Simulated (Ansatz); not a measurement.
The reference is AlN in the wurtzite structure (space group P6_3mc, No. 186).

```xyz
4
Lattice="3.1302 0.0000 0.0000 -1.5651 2.7109 0.0000 0.0000 0.0000 5.0180" Properties=species:S:1:pos:R:3 pbc="T T T"
Al     0.0000     1.8072     0.0012
Al     1.5651     0.9036     2.5102
N      0.0000     1.8072     1.9157
N      1.5651     0.9036     4.4247
```

Method: PBE (Ansatz, a quantum-chemistry and plane-wave program), spin-orbit coupling left out.

| level | band gap | lattice parameter a | lattice parameter c |
|---|---|---|---|
| PBE | 4.03 eV | 3.130 Å | 5.018 Å |

Q: From these computed values, estimate the measured ones, and say how each level misses.

A: Measured: band gap 6.51 eV (static lattice; corrected from measurement; as listed in Martin Feneberg et al., Physical Review B (2010)); lattice parameter a 3.1113 Å (0 K or low temperature; as listed in arXiv:1206.3780); lattice parameter c 4.9793 Å (0 K or low temperature; as listed in arXiv:1206.3780). Computed minus measured — band gap: PBE -2.48 eV; lattice parameter a: PBE +0.6 %; lattice parameter c: PBE +0.8 %. Measured values not marked as corrected hold thermal and zero-point effects that the static-lattice runs lack. A measured gap can be an optical one, lowered by exciton binding.

Whether these cells are dynamically stable was not tested.
